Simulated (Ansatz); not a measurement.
The starting structures come from a database of crystals and need not be the phases stable at ambient conditions.

 Where the default PAW files enter, the runs use the earlier of Ansatz's two default sets.

The decay constant κ of evanescent states in the gap governs leakage through a thin film.

```
CELL_PARAMETERS angstrom
      3.73026     0.00000     0.00000
      0.00000     7.25488     0.00000
      0.00000    -3.62744     6.28291
ATOMIC_POSITIONS crystal
  W  0.00000 0.50000 0.50000
  W  0.00000 0.50000 0.00000
  W  0.00000 0.00000 0.50000
  O  0.00000 0.42846 0.21423
  O  0.00000 0.57154 0.78577
  O  0.00000 0.21423 0.78577
  O  0.00000 0.78577 0.21423
  O  0.00000 0.78577 0.57154
  O  0.00000 0.21423 0.42846
  O  0.50000 0.50000 0.00000
  O  0.50000 0.00000 0.50000
  O  0.50000 0.50000 0.50000
```

Space group of this cell: P6/mmm. The cell is strained (all lengths scaled by 0.98); by PBEsol its mean pressure is 13.8 GPa.

Transport runs along the normal of the first two printed cell vectors, the (100) plane of the conventional cell.

No gap correction and no spin-orbit coupling; mid-gap values are interpolated between computed energies.

Question: Estimate the band gap and the smallest decay constant κ at mid-gap that PBEsol run with Ansatz (a program for electronic structure) returns for this system.

Answer: Gap 0.70 eV on a 8×6×6 mesh; κ = 0.133 1/Å, at the zone centre.
